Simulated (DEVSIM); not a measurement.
System: abrupt Si n-p junction, at 400 K.

```csv
layer (left to right),material,thickness (μm),Nd (cm⁻³),Na (cm⁻³),τn (s),τp (s)
1,Si,31.0,1.2e18,-,1.5e-6,1.5e-6
2,Si,26.0,-,1.6e14,1.5e-6,1.5e-6
```

Left contact: ohmic. Right contact: ohmic. Voltage is applied to the left contact. Recombination: SRH at mid-gap, radiative. Mobility is μmin + (μ − μmin)/(1 + (N/Nref)^α).

This is a model device: material constants are rounded textbook-type values typed into the input, and sizes, dopings and lifetimes were drawn at random. Values at 300 K; Nc and Nv go as T^1.5, mobilities as T to minus their exponent, the gap by Varshni's rule with the affinity fixed.

```csv
parameter,Si
gap (eV),1.124
affinity (eV),4.05
permittivity,11.7
Nc (cm⁻³),2.86e19
Nv (cm⁻³),3.1e19
μn (cm²/Vs),1417
μp (cm²/Vs),470
"μn,min",52
"μp,min",45
"Nref,n",9.7e16
"Nref,p",2.2e17
αn,0.68
αp,0.72
T exponent of μn,2.3
T exponent of μp,2.2
B (cm³/s),4.7e-15
Varshni α (eV/K),0.000473
Varshni β (K),636
```

Model (solved in DEVSIM): 1D drift-diffusion, Boltzmann statistics, complete ionisation; no tunnelling, impact ionisation, image-force lowering or self-heating.

The doping Nd of layer 1 was swept, all else fixed.

```
doping Nd of layer 1 (cm^-3)  dark forward voltage at 100 A/cm² (V)  largest field in the device at zero bias (V/cm)  potential step across the device at zero bias (V)
----------------------------  -------------------------------------  -----------------------------------------------  -------------------------------------------------
3.6e16                                                        0.826                                            12000                                              0.417
1.2e17                                                        0.694                                            22000                                              0.458
3.6e17                                                        0.647                                            38000                                              0.496
1.2e18                                                          [?]                                              [?]                                              0.538
3.6e18                                                        0.622                                           120000                                              0.576
1.2e19                                                        0.619                                           220000                                              0.617
```

Question: What belongs in the gaps?

Answer: 
- 1.2e18, dark forward voltage at 100 A/cm² (V): 0.629
- 1.2e18, largest field in the device at zero bias (V/cm): 69000
